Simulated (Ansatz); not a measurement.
How the lattice constant a of SnO (model structure, from the WC type, P-6m2, No. 187) moves with the method

No measured value is used here.

```
level (code)         value (Å)
-------------------  ---------
PBE (Ansatz)             3.387
PBEsol (Ansatz)          3.289
PBE-D3(BJ) (Ansatz)        ___
r²SCAN (Ansatz)          3.302
```

Task: What belongs in the gaps?

Result: 
- PBE-D3(BJ) (Ansatz, a first-principles code), value (Å): 3.326

Ansatz's density-functional and Hartree–Fock values are scalar-relativistic unless marked +SOC, with PAW data made under PBE.

A model structure was made by putting elements into a prototype or built by hand; it is no filed structure, need not be a known phase, and can be a saddle point held by its symmetry.
